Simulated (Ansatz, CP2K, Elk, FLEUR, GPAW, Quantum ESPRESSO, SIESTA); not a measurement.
Code comparison for Bi2Te3 (R-3m, 5 atoms in the cell)

Self-consistent single point.

```
CELL_PARAMETERS angstrom
      2.25811     1.30372    10.99114
     -2.25811     1.30372    10.99114
      0.00000    -2.60744    10.99114
ATOMIC_POSITIONS crystal
  Bi 0.60317 0.60317 0.60317
  Bi 0.39683 0.39683 0.39683
  Te 0.78319 0.78319 0.78319
  Te 0.21681 0.21681 0.21681
  Te 0.00000 0.00000 0.00000
```

All programs got the same cell, k-point mesh and kind of occupations (in Ansatz's words: kpoints.mp_grid.grid = 4 4 4; scf.occupations.method = fermi_dirac; scf.occupations.width = 0.0015 Ry); potentials, basis and cutoffs are each program's usual ones.

| code | model | pressure (GPa) | largest force (eV/Å) | gap on the mesh (eV) | k-points | cutoff |
|---|---|---|---|---|---|---|
| GPAW | PBE, GPAW PAW datasets PBE (gpaw-data 1.0.1) | -2.17 | 0.348 | 0.578 | 13 | 550 eV |
| Elk | PBE, all-electron FP-LAPW, Elk's shipped species files, APW+lo basis with extra local orbitals | – | – | 0.599 | 13 | rgkmax 7.5 |
| Quantum ESPRESSO | PBE, GBRV 1.5 ultrasoft (PBE) pseudopotentials | -2.30 | 0.326 | 0.597 | 13 | 40 Ry |
| CP2K | PBE, GPW, DZVP-MOLOPT-PBE-GTH basis, GTH-PBE potentials (POTENTIAL_UZH) | -1.63 | 0.207 | 0.432 | 36 | grid 400 Ry |
| SIESTA | GGA PBE, numerical atomic orbitals TZP, PseudoDojo PBE standard norm-conserving potentials (rewritten from UPF to PSML) | -2.31 | 0.065 | 0.600 | 44 | grid 350 Ry |
| Ansatz | PBE, default PAW files | -2.05 | 0.332 | 0.601 | 13 | 30.9 Ry |
| FLEUR | PBE, all-electron FLAPW (FLEUR), scalar-relativistic valence | – | 0.319 | 0.605 | 13 | Kmax 3.8 1/bohr |

Size of the force on each atom (eV/Å): Sizes of forces hide their directions.

| code | Bi1 | Bi2 | Te3 | Te4 | Te5 |
|---|---|---|---|---|---|
| GPAW | 0.082 | 0.082 | 0.348 | 0.348 | 0.000 |
| Quantum ESPRESSO | 0.069 | 0.069 | 0.326 | 0.326 | 0.000 |
| CP2K | 0.064 | 0.064 | 0.207 | 0.207 | 0.000 |
| SIESTA | 0.065 | 0.065 | 0.019 | 0.019 | 0.000 |
| Ansatz | 0.083 | 0.083 | 0.332 | 0.332 | 0.000 |
| FLEUR | 0.076 | 0.076 | 0.319 | 0.319 | 0.000 |

A dash marks a value that a program does not give, or that is left out as unsure.

Gaps are read on the mesh.

The spread over the programs that give each value: pressure within 0.68 GPa; largest force within 0.283 eV/Å; gap on the mesh within 0.173 eV.

The starting cell comes from a database of computed structures (which also holds hypothetical and non-ambient phases and stackings), without a prior relaxation at this level. Its lattice was rescaled by a random factor within 2.5 % of one. On Ansatz's run: Spin-orbit coupling is off.

**Question.** Why do the programs differ, and what cannot be compared?

**Answer.** Differences of this kind can come from the potentials, where these differ, and from what each basis and cutoff leave unconverged. The valence holds different numbers of electrons (GPAW 48, Quantum ESPRESSO 48, CP2K 28, SIESTA 78, Ansatz (a quantum-chemistry and plane-wave program) 78, FLEUR 78). The zero of total energies and Fermi levels follows the potentials and each program's conventions, so they are not compared here. CP2K and SIESTA use small atom-centred bases, whose incompleteness enters pressures, forces and empty levels differently from a plane-wave cutoff. Elk and FLEUR treat all electrons, but the usual bases taken here (sphere radii, linearisation, local orbitals, empty states) were not tested for convergence, so the values are no reference for the others. Ansatz's pressure is given at a fixed set of plane waves, as the other plane-wave codes print theirs. Ansatz's smearing width was typed in Ry to four decimals, so it matches the others to a few per cent. The programs reduce the same mesh by symmetry to different extents, which changes the work and not the result. In the gap, CP2K (by 0.165) lies more than 0.12 eV from the median of the plane-wave programs. In the force vectors, CP2K (by 0.146) and SIESTA (by 0.352) lie more than 0.08 eV/Å from the median of the plane-wave programs.

Left out of this page: ABINIT (failed or unconverged).

Keys are those of Ansatz 0.2.
